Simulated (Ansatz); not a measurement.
Effect of strain tensor (xx, yy, zz, yz, xz, xy) = (+0.75, −2.06, −2.75, +0.55, +1.11, −0.44) % on WSi2

The reference is WSi2 (space group I4/mmm, No. 139; a = 3.211 Å, c = 7.805 Å; relaxed with 0.1 eV smearing). Axes: x, y, z lie along a, b, c of the conventional cell.

The change: strain tensor (xx, yy, zz, yz, xz, xy) = (+0.75, −2.06, −2.75, +0.55, +1.11, −0.44) %, atoms relaxed at fixed cell.

Computed with r2SCAN/PAW in Ansatz (a program for electronic structure), no spin-orbit coupling. k-mesh 25×25×25 (Γ-centred); smearing 0.1 eV (Fermi–Dirac).

- Volume per atom = 12.87 Å³ (base 13.42 Å³)
- Space group = P-1 (No. 2) (base I4/mmm (No. 139))
- Pressure (mean of the normal stresses, compression positive) = 11.6 GPa (base 0.0 GPa)
- Band gap = zero (base zero)
- Stress (xx, yy, zz, yz, xz, xy; compression positive) = (2.6, 12.2, 20.0, -2.8, -5.4, 2.3) GPa

Final structure:

```
WSi2
1.0
   -1.58170     1.60117     3.78619
    1.66795    -1.55824     3.80402
    1.56757     1.54411    -3.76853
W Si
1 2
Cartesian
  0.00000   0.00000   0.00000
  0.03257   0.01620   2.53690
  0.05368   0.02672   5.05331
```

Whether these cells are dynamically stable was not tested. All final runs are without spin polarisation.
